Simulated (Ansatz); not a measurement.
Worked example: zone-centre phonon calculation of CaGe2Pd2 (I4/mmm, 5 atoms in the cell) in Ansatz (a quantum-chemistry and plane-wave program).

Computed with LDA (PW92), default PAW files made with PBE (plane waves; Ansatz).

```yaml
crystal:
  lattice:
    - [-2.14381, 2.14381, 5.03078]
    - [2.14381, -2.14381, 5.03078]
    - [2.14381, 2.14381, -5.03078]
  atoms:
    - { symbol: Ca, position: [0.00000, 0.00000, 0.00000] }
    - { symbol: Ge, position: [0.37621, 0.37621, 0.00000] }
    - { symbol: Ge, position: [0.62379, 0.62379, 0.00000] }
    - { symbol: Pd, position: [0.75000, 0.25000, 0.50000] }
    - { symbol: Pd, position: [0.25000, 0.75000, 0.50000] }
```

Reference input (self-consistent single point, DFT, LDA (PW92), plane waves, default PAW files made with PBE): basis.ecutwfc = 420 eV; kpoints.mp_grid.grid = 9 9 9; hamiltonian.xc = lda; hamiltonian.pseudopotentials = {kind: paw} (the program's default PAW files); scf.occupations.method = gaussian; scf.occupations.width = 0.1 eV. This run's input differs from it in these lines:

```diff
@@ -21,6 +21,5 @@
   occupations: { method: gaussian, width: 0.1 }
-output:
-  forces: true
-  eigenvalues: true
-  stress: true
+  convergence: { dr2_threshold: 1.0e-11 eV }
+phonons:
+  method: dfpt
```

Log, with long lists cut:

```
SCF iter   1: F=—  HF=-23897.034802 eV  |F-HF|=—  |Δ(HF+E_count)|=         —  Δρ=8.25e-3  dr2=5.54e-2  ethr=1.77e-3  ⟨swp⟩=7.4  Hψ=22949  notcnv=0  defer=35
all-band conjugate gradients solve this SCF's bands
preconditioner: auto → Kerker (q_TF=auto, 2.629 Å⁻¹)
SCF iter   2: F=—  HF=-23897.024997 eV  |F-HF|=—  |Δ(HF+E_count)|=   9.80e-3  Δρ=3.78e-3  dr2=1.26e-2  ethr=7.49e-5  ⟨swp⟩=2.2  Hψ=10130  notcnv=0  defer=48
   [... lines left out ...]
SCF iter   8: F=—  HF=-23897.022658 eV  |F-HF|=—  |Δ(HF+E_count)|=   9.91e-8  Δρ=2.76e-6  dr2=1.72e-8  ethr=4.33e-10  ⟨swp⟩=2.0  Hψ=7263  notcnv=0  defer=48
SCF iter   9: F=—  HF=-23897.022658 eV  |F-HF|=—  |Δ(HF+E_count)|=   5.07e-9  Δρ=7.18e-7  dr2=1.01e-9  ethr=2.32e-11  ⟨swp⟩=2.2  Hψ=7589  notcnv=0  defer=48
SCF iter  10: F=—  HF=-23897.022658 eV  |F-HF|=—  |Δ(HF+E_count)|=  1.67e-10  Δρ=1.87e-7  dr2=5.22e-11  ethr=1.37e-12  ⟨swp⟩=2.0  Hψ=7646  notcnv=0  defer=48
SCF iter  11: F=-23897.022658 eV  HF=-23897.022658 eV  |F-HF|=3.64e-12  |Δ(HF+E_count)|=  7.28e-12  Δρ=5.17e-8  dr2=2.80e-12  ethr=1.00e-12  ⟨swp⟩=9.3  Hψ=26084  notcnv=0
SCF 1 converged in 11 iterations: F = -23897.022658 eV  dr2 = 2.80e-12
DFPT response loops at Γ: preconditioner auto → Kerker (q_TF=auto, 2.629 Å⁻¹) (partly filled bands, converged f_vac=0.000) …
Free energy (F): -23897.022658 eV
Internal energy: -23897.006820 eV  (E = F + TS)
E sigma→0 (E₀):  -23897.014739 eV
Entropy (-TS):   -0.015838 eV (-3.168 meV/atom)
Fermi energy:    13.071315 eV
--- Phonons (Γ-DFPT): 6 representative perturbations + reference, on 125 of 729 k-points (Σ response iterations 38) ---
  k mesh reduced under 4 symmetry operations, with k and −k counted as one. Each operation leaves every solved displacement unchanged or reverses it
  ASR residual: 5.720e-5 → 0.000e0 eV/Å²; symmetrization residual: 9.167e-7 eV/Å²
  ASR residual per site (eV/Å²): 3.22e-5 8.78e-6 8.78e-6 5.72e-5 5.72e-5
  Γ frequencies (cm⁻¹): 0.00 0.00 0.00 66.64 66.64 103.59 132.02 132.02 147.35 183.49 199.37 199.37 200.46 200.46 221.34
  non-analytic LO–TO correction: not included (Born effective charges unavailable; polar crystals: no LO–TO splitting at Γ)
```

The run converged in 11 iterations. 

Summary of the result:
Free energy E − TS (on the zero of these files): -23897.0227 eV
Fermi level (on the code's own zero): 13.07 eV
Zone-centre frequencies (cm⁻¹; negative means imaginary): 0, 0, 0, 67, 67, 104, 132, 132, 147, 183, 199, 199, 200, 200, 221

The starting cell comes from a database of computed structures (which also holds hypothetical and non-ambient phases and stackings), without a prior relaxation at this level. Its lattice was rescaled by up to half a per cent. Spin polarisation is off.

Cost on one core of a shared machine: roughly 9 min.

Keys are those of Ansatz 0.2.
